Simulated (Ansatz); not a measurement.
**ZrC, response to strain**

Base system: ZrC in the rock salt structure (space group Fm-3m, No. 225; a = 4.669 Å; relaxed with 0.1 eV smearing). Axes: x, y, z lie along the cube axes.

Strains are applied to the cell and any free atomic positions relax.

Calculations: PBEsol (Ansatz, a program for electronic structure), scalar-relativistic without spin-orbit coupling.

Notes on the quantities. pressure: mean of the normal stresses, compression positive; energy relative to the base: free energy F.

```tsv
variant	pressure	energy relative to the base	shortest interatomic distance
base	0.0 GPa	0 meV/atom	2.335 Å
uniaxial strain ε_zz = −2.00 %	5.2 GPa	+8.5 meV/atom	2.288 Å
uniaxial strain ε_zz = −1.50 %	3.8 GPa	+4.7 meV/atom	2.300 Å
uniaxial strain ε_zz = −1.00 %	2.5 GPa	+2.0 meV/atom	2.311 Å
uniaxial strain ε_zz = −0.50 %	1.2 GPa	+0.5 meV/atom	2.323 Å
uniaxial strain ε_zz = +0.50 %	-1.2 GPa	+0.5 meV/atom	2.335 Å
uniaxial strain ε_zz = +1.00 %	-2.3 GPa	+1.9 meV/atom	2.335 Å
uniaxial strain ε_zz = +1.50 %	-3.3 GPa	+4.2 meV/atom	2.335 Å
uniaxial strain ε_zz = +2.00 %	-4.3 GPa	+7.4 meV/atom	2.335 Å
uniaxial strain ε_zz = +2.50 %	-5.3 GPa	+11 meV/atom	2.335 Å
```

Stability against distortions was not tested. The final runs are not spin-polarised.
